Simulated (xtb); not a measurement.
xtb 6.7.1, GFN2-xTB: Mo(O)(NMe)(Br)(NMe2) (C[N]=[Mo](=[O])([Br])[N](C)C), 17 atoms. The geometry is a generated start, not checked to be a minimum at this level.

| Property | Result |
|---|---|
| method | GFN2-xTB |
| --acc | 1 (default) |
| --etemp (K) | 300 (default) |
| detailed input (--input) | none: ANC optimiser, Lindh (1995) Hessian, microcycle=20, maxdispl=1.0, hlow=0.01 (default) |
| basis functions | 53 |
| valence electrons | 50 |

```xyz
17

Mo     0.2756    -1.2027     0.3539
O      1.3672    -1.6163     1.5110
N      0.8186    -1.0319    -1.2875
C      1.5745    -1.0227    -2.4783
H      1.0141    -0.5627    -3.3006
H      2.5090    -0.4647    -2.3364
H      1.8301    -2.0491    -2.7703
Br    -1.4830    -2.8273     0.3315
N     -0.5749     0.4315     0.7975
C     -0.7978     0.7318     2.2031
C     -0.9229     1.5717    -0.0256
H     -0.2039     1.6057     2.5139
H     -1.8579     0.9511     2.3886
H     -0.5070    -0.1290     2.8191
H     -1.9900     1.8104     0.0766
H     -0.3444     2.4579     0.2776
H     -0.7074     1.3465    -1.0740
```

Charge 0 and multiplicity 1 are set for this test and not shown to be the ground state.

The structure is relaxed from this start with --opt LEVEL for the levels crude, sloppy, loose, lax, normal, tight, vtight, extreme, once each. Up to the end of the extreme run atoms move by at most 0.66 Å along an axis.

**Question.** Which level is enough to come within 1 meV of the tightest end point?

**Answer.** vtight: 236 cycles against 282, ending 0.090 meV above.

```tsv
level	cycles	energy above the extreme run (meV)	gradient norm (eV/Å)
crude	1	4.5	0.14
sloppy	1	4.5	0.14
loose	1	4.5	0.14
lax	2	4.0	0.056
normal	6	3.2	0.050
tight	15	2.8	0.0066
vtight	236	0.090	0.0014
extreme	282	—	0.00096
```
